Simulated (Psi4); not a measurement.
Psi4 1.11, unrestricted B3LYP/def2-svpd: W(S)(Cl)3 ([S]=[W]([Cl])([Cl])[Cl]), charge 0, multiplicity 2, 5 atoms. The geometry is a generated start, not checked to be a minimum at this level.

```json
{
 "task": "energy",
 "method": "b3lyp",
 "basis": "def2-svpd",
 "memory": "3 GB",
 "maxiter": "100",
 "keys_of_the_molecule_block": "symmetry c1",
 "scf_type": "df (default)",
 "guess": "auto, which took SAD (default)",
 "scf_initial_accelerator": "adiis (default)",
 "e_convergence": "1e-06 (default)",
 "d_convergence": "1e-06 (default)",
 "dft_radial_points": "75 (default)",
 "dft_spherical_points": "302 (default)",
 "effective_core_potentials": "those of the basis set, past Kr",
 "basis_functions": "143",
 "grid_points": "107829"
}
```

```xyz
5

W      0.1848     0.0185     0.1076
S      1.6311    -0.8634    -1.2480
Cl     0.7079     0.8067     2.0427
Cl    -1.0001     1.4873    -1.1304
Cl    -1.5237    -1.4492     0.2282
```

Charge 0 and multiplicity 2 are set for this test and not shown to be the ground state.

One run each on 2 threads. Values of diis_max_vecs tried: 3, 6, 10 (default), 20.

### Question
How does the count of SCF iterations change with diis_max_vecs, and where is it least?

### Answer
Fewest SCF iterations, within one of each other: 10 (default) with 14, 20 with 14. The count rises to 33 at 3. All converge to one solution.

```tsv
diis_max_vecs	SCF iterations	end
3	33	same solution
6	16	same solution
10 (default)	14	same solution
20	14	same solution
```
